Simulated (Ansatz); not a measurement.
**Ag: energy against volume**

Ag (fcc, Fm-3m, 17.850 Å³/atom and stress up to 0.01 GPa in the relaxed cell, cube axes along x, y and z) under hydrostatic pressure, with the cell free. PBE in Ansatz, a plane-wave DFT program (PAW, default set), 420 eV, 19×19×19 Γ-centred mesh, Fermi-Dirac smearing 0.05 eV.

Here V stands for volume and E for E less E0.

| volume (Å³/atom) | E less E0 (meV/atom) | pressure (GPa) |
|---|---|---|
| 18.2777 | 2.70 | -2.00 |
| 18.0548 | 0.63 | -1.00 |
| 17.8499 | 0.00 | 0.00 |
| 17.6800 | 0.48 | 0.89 |
| 17.4634 | 2.52 | 2.10 |
| 17.0812 | 10.38 | 4.51 |
| 16.4852 | ? | ? |

Fit E against V with the third-order Birch-Murnaghan form, a cubic in V^(-2/3), and predict the withheld value at V = 16.4852.

With u = V^(-2/3) - 0.1471, the rows have u = -0.0029818, -0.0017980, -0.0006882, 0.0002483, 0.0014642, 0.0036721. Least squares gives E = 0.264 + 749.3·u + 534690·u² + 3122035·u³. Residuals (row less fit): -0.001, 0.003, -0.001, -0.003, 0.003, 0.000; standard error 0.004 (degrees of freedom: 2). Its minimum lies at u = -0.0007050, so V0 = (0.1463950)^(-3/2) = 17.85. There d²E/du² = 1056000 and d³E/du³ = 1.873e7, so B0 = (4/9) × 17.85^(-7/3) × 1056000 × 0.160218 = 90.3 GPa (the last factor turns the table's units into GPa), and B0' = 4 + (2/3) × 0.1463950 × (1.873e7)/1056000 = 5.7. B0' rests on the cubic coefficient alone and has a standard error of 0.1 from these residuals. At the withheld row, u = 0.0072846, so E = 0.264 + 749.3 × 0.0072846 + 534690 × 0.0072846² + 3122035 × 0.0072846³ = 35.303 meV/atom. The calculation gives 35.20 meV/atom, 0.103 meV/atom below the prediction (0.3 % of the range of E in the table). The row lies outside the fitted rows, so this is an extrapolation. The scatter of the fitted rows lies at the last printed digit.

In a metal these values are sensitive to mesh and smearing; energies are taken to zero smearing, stresses follow the free energy. Other structures, which can take over under pressure, weren't tried. The same form fitted to the pressure column gives B0' = 5.7; series where the two differ by over 0.4 aren't shown. Rows are the converged runs of the series near zero and its far end, less any whose ions stayed unrelaxed beside relaxed ones; series whose fitted rows scatter by over a few per cent of the range, as at a crossing or softening among them, aren't shown in this form.
